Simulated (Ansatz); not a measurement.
Consider interstitial O in 4H silicon carbide, neutral cell. The step: a concerted move, in which O travels most; the atom moves 1.14 Å along (-0.16, 0.08, -0.09) of the unit cell; the moving atom starts with neighbours C at 1.43; Si at 1.61, Si at 2.11 Å and ends with C at 1.42; Si at 1.62, Si at 1.93 Å. DFT values are from Ansatz (plane-wave PAW, 420 eV unless said) in a cell of 72 host sites, spin-restricted, static, with no finite-size correction. The charge state is imposed; whether it is stable for some Fermi level was not computed. Sites that were not tried may lie lower. The start lies 0.26 eV above the lowest site run (PBE). The order of the sites in energy changes with the mesh. For the PBE band: the saddle point's order was not checked, and it lies on a symmetry element of the cell, where a band can be held.

| Level | Forward barrier (eV) | Cost of the band or of the saddle's single point |
|---|---|---|
| CHGNet universal potential (has no charge state), its own band | 0.78 | - |
| PBE, the Γ point alone, band relaxed | 1.01 | very roughly 4 core-minutes |
| PBE, a 2×2×2 k-point mesh shifted by half a step along c, same geometries | 0.85 | about 28 core-seconds (a rough figure) |
| r2SCAN at 500 eV, the Γ point alone, same geometries | ? | roughly 17 core-seconds |

### Question
Complete the blanks.

### Answer

- r2SCAN at 500 eV, the Γ point alone, same geometries, Forward barrier (eV): 1.00

Ansatz is a first-principles code.
